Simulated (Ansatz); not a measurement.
# W on the (0001) surface of 4H silicon carbide (H on every top atom; a constructed slab, bottom: 1 H on 1 bottom sites), one in a cell of 33 Å², started at the site 'bridge H-H (span 3.1 Å)'

Host crystal: 4H silicon carbide, with a band gap (PBE, scalar-relativistic without spin-orbit coupling).

Method: PBE (plane waves to 420 eV, PAW; Ansatz, a program for electronic structure).

Model: 41-atom slab, 10.8 Å thick at the start with caps and adatoms under the adsorbate (thin: gaps and levels are the slab's own), 4x4x1 mesh, Fermi-Dirac 0.01 eV, dipole correction, 20 atoms held, the rest relaxed; start symmetry kept, larger cells not searched; spin-polarised, ending with about 6.0 μB a cell; orders that need a larger cell were not tried, no spin-orbit, no U, no dispersion correction. At the end it is bonded to 3 H. In PBE it is, or lies within 0.03 eV of, the lowest of the starts that converged.

```json
{
 "adsorption energy against an atom of bcc W": "7.82 eV",
 "change_of_the_step_from_the_bottom_to_the_top_vacuum_level_against_the_clean_slab": "0.48 eV",
 "energy_released_by_relaxation": "0.18 eV",
 "height of the binding atom over the mean of the host atoms within 0.3 Å of the top one": "1.147 Å",
 "magnetic_moment_of_the_cell": "6.00 μB",
 "nearest_host_atoms_of_the_binding_atom": "H at 2.11 Å, H at 2.11 Å, H at 2.11 Å",
 "largest_move_of_a_host_atom": "0.05 Å",
 "note": "in the relaxation the adsorbate left its starting site by 0.9 Å",
 "cost": "very roughly 30 core-minutes"
}
```

A negative adsorption energy means that the adsorbate is more stable on the surface than in its reference.
